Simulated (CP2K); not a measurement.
## CP2K run on AgAu₃ (Pm-3m, 4 atoms in the cell): self-consistent single point

Level of theory: LDA (Pade form), GPW, DZVP-MOLOPT-SR-GTH basis, GTH-PADE potentials (GTH_POTENTIALS) in CP2K.

Input:

```
&GLOBAL
  PROJECT bulk
  RUN_TYPE ENERGY_FORCE
  PRINT_LEVEL MEDIUM
&END GLOBAL
&FORCE_EVAL
  METHOD Quickstep
  STRESS_TENSOR ANALYTICAL
  &DFT
    BASIS_SET_FILE_NAME BASIS_MOLOPT
    POTENTIAL_FILE_NAME GTH_POTENTIALS
    &QS
      METHOD GPW
      EPS_DEFAULT 1E-10
    &END QS
    &MGRID
      CUTOFF 500
      REL_CUTOFF 40
      NGRIDS 5
    &END MGRID
    &SCF
      SCF_GUESS ATOMIC
      EPS_SCF 1E-7
      MAX_SCF 100
      ADDED_MOS 8
      &DIAGONALIZATION
        ALGORITHM STANDARD
      &END DIAGONALIZATION
      &MIXING
        METHOD BROYDEN_MIXING
        ALPHA 0.3
        NBUFFER 12
      &END MIXING
      &SMEAR ON
        METHOD FERMI_DIRAC
        ELECTRONIC_TEMPERATURE [K] 1160.45
      &END SMEAR
    &END SCF
    &KPOINTS
      SCHEME MONKHORST-PACK 6 6 6
      GAMMA_CENTERED T
    &END KPOINTS
    &XC
      &XC_FUNCTIONAL PADE
      &END XC_FUNCTIONAL
    &END XC
    &PRINT
      &MO
        EIGENVALUES T
        OCCUPATION_NUMBERS T
        NDIGITS 8
        FILENAME mo
        &EACH
          QS_SCF 0
        &END EACH
        ADD_LAST NUMERIC
      &END MO
      &MULLIKEN ON
      &END MULLIKEN
    &END PRINT
  &END DFT
  &SUBSYS
    &CELL
      A 4.12163000 0.00000000 0.00000000
      B 0.00000000 4.12163000 0.00000000
      C 0.00000000 0.00000000 4.12163000
      PERIODIC XYZ
    &END CELL
    &COORD
      SCALED
      Ag       0.50000000     0.50000000     0.50000000
      Au       0.50000000     0.00000000     0.00000000
      Au       0.00000000     0.50000000     0.00000000
      Au       0.00000000     0.00000000     0.50000000
    &END COORD
    &KIND Ag
      BASIS_SET DZVP-MOLOPT-SR-GTH
      POTENTIAL GTH-PADE-q11
    &END KIND
    &KIND Au
      BASIS_SET DZVP-MOLOPT-SR-GTH
      POTENTIAL GTH-PADE-q11
    &END KIND
  &END SUBSYS
  &PRINT
    &FORCES ON
    &END FORCES
    &STRESS_TENSOR ON
    &END STRESS_TENSOR
  &END PRINT
&END FORCE_EVAL
```

Log, with long lists cut:

```
 GLOBAL| Method name                                                        CP2K
 GLOBAL| Project name                                                       bulk
 GLOBAL| Run type                                                   ENERGY_FORCE

 CELL| Volume [angstrom^3]:                                            70.017566
 CELL| Vector a [angstrom]:       4.122     0.000     0.000   |a| =     4.121630
 CELL| Vector b [angstrom]:       0.000     4.122     0.000   |b| =     4.121630
 CELL| Vector c [angstrom]:       0.000     0.000     4.122   |c| =     4.121630
 CELL| Angle (b,c), alpha [degree]:                                    90.000000
 CELL| Angle (a,c), beta  [degree]:                                    90.000000
 CELL| Angle (a,b), gamma [degree]:                                    90.000000
 CELL| Numerically orthorhombic:                                             YES
 CELL| Periodicity                                                           XYZ

 DFT| Spin restricted Kohn-Sham (RKS) calculation                            RKS
 DFT| Multiplicity                                                             1
 DFT| Number of spin states                                                    1
 DFT| Charge                                                                   0
 DFT| XC density smoothing                                                  NONE
 DFT| XC derivatives                                                          PW

 QS| Method:                                                                 GPW
 QS| Density plane wave grid type                        NON-SPHERICAL FULLSPACE
 QS| Number of grid levels:                                                    5
 QS| Density cutoff [a.u.]:                                                250.0
 QS| Multi grid cutoff [a.u.]: 1) grid level                               250.0
   [... lines left out ...]
 BRILLOUIN| Wavefunction type                                            COMPLEX
 BRILLOUIN| List of Kpoints [2 Pi/Bohr]                                      112
 BRILLOUIN| Number           Weight            X              Y              Z
 BRILLOUIN|     1           0.00926       -0.33333       -0.33333       -0.33333
 BRILLOUIN|     2           0.00926       -0.33333       -0.33333       -0.16667
 BRILLOUIN|     3           0.00926       -0.33333       -0.33333        0.00000
   [... 109 lines left out ...]
 *******************************************************************************

 Extrapolation method: initial_guess

 Re-scaling the density matrix to get the right number of electrons
                  # Electrons              Trace(P)               Scaling factor
                           44                44.000                        1.000

 Number of electrons:                                                         44
 Number of occupied orbitals:                                                 22
 Number of molecular orbitals:                                                30

 Number of orbital functions:                                                100
 Number of independent orbital functions:                                    100
 SCF WAVEFUNCTION OPTIMIZATION

  Step     Update method      Time    Convergence         Total energy    Change
     1 NoMix/Diag. 0.30E+00      -     0.51760033      -136.9784568387 -1.37E+02
     2 Broy./Diag. 0.30E+00      -     0.24720377      -140.8516315001 -3.87E+00
     3 Broy./Diag. 0.30E+00      -     0.19001350      -138.1202511696  2.73E+00
     4 Broy./Diag. 0.30E+00      -     0.00446455      -136.9024209782  1.22E+00
     5 Broy./Diag. 0.30E+00      -     0.00538807      -136.8748763090  2.75E-02
     6 Broy./Diag. 0.30E+00      -     0.00049197      -136.8763771094 -1.50E-03
     7 Broy./Diag. 0.30E+00      -     0.00026074      -136.8803392422 -3.96E-03
     8 Broy./Diag. 0.30E+00      -     0.00003185      -136.8799369486  4.02E-04
     9 Broy./Diag. 0.30E+00      -     0.00000379      -136.8796934315  2.44E-04
    10 Broy./Diag. 0.30E+00      -     0.00000155      -136.8797097153 -1.63E-05
    11 Broy./Diag. 0.30E+00      -     0.00000011      -136.8797085134  1.20E-06
    12 Broy./Diag. 0.30E+00      -     0.00000005      -136.8797084717  4.17E-08
  *** SCF run converged in    12 steps ***

  Electronic density on regular grids:        -43.9999999999        0.0000000001
  Core density on regular grids:               43.9999999931       -0.0000000069
  Total charge density on r-space grids:       -0.0000000069
  Total charge density g-space grids:          -0.0000000069

  Overlap energy of the core charge distribution:               0.00000001580474
  Self energy of the core charge distribution:               -233.44329631480912
  Core Hamiltonian energy:                                     74.65465501463933
  Hartree energy:                                              43.16808790638783
  Exchange-correlation energy:                                -21.25728112259464
  Electronic entropic energy:                                  -0.00187397115713
  Fermi energy:                                                 0.32877406520337

  Total energy:                                              -136.87970847172323
  Total energy (extrapolated to T->0):                       -136.87877148614467

                     Mulliken Population Analysis

 #  Atom  Element  Kind  Atomic population                           Net charge
       1     Ag       1          9.402053                              1.597947
       2     Au       2         11.532657                             -0.532657
       3     Au       2         11.532645                             -0.532645
       4     Au       2         11.532645                             -0.532645
 # Total charge                             44.000000                 -0.000000

 ENERGY| Total FORCE_EVAL ( QS ) energy [hartree]           -136.879708704097652

 FORCES| Atomic forces [hartree/bohr]
 FORCES|   Atom     x               y               z               |f|
 FORCES|      1 -7.24263222E-12 -7.23793232E-12 -7.21024163E-12   1.25232172E-11
 FORCES|      2  8.43350544E-12  4.36663027E-12  4.35897415E-12   1.04495038E-11
 FORCES|      3  4.36360421E-12  8.42424298E-12  4.36245776E-12   1.04422196E-11
 FORCES|      4  4.36232996E-12  4.36062136E-12  8.40234778E-12   1.04232619E-11
 FORCES| Sum     9.91680740E-12  9.91356229E-12  9.91353806E-12
 FORCES| Total atomic force                                       1.71726534E-11

 STRESS| Analytical stress tensor [bar]
 STRESS|                        x                   y                   z
 STRESS|      x       -4.75496269496E+04   2.79250696388E-05   2.79259144711E-05
 STRESS|      y        2.79250696388E-05  -4.75496342920E+04   2.79261506746E-05
 STRESS|      z        2.79259144711E-05   2.79261506746E-05  -4.75498811194E+04
 STRESS| 1/3 Trace                                            -4.75497141203E+04
```

The run converged in 12 iterations.

The starting cell comes from a database of computed structures (which also holds hypothetical and non-ambient phases and stackings), without a prior relaxation at this level. Values carry the incompleteness of an atom-centred basis. With a pressure of about -5 GPa the cell is away from its equilibrium volume at this level.

Cost on one core of a shared machine: roughly 40 s.
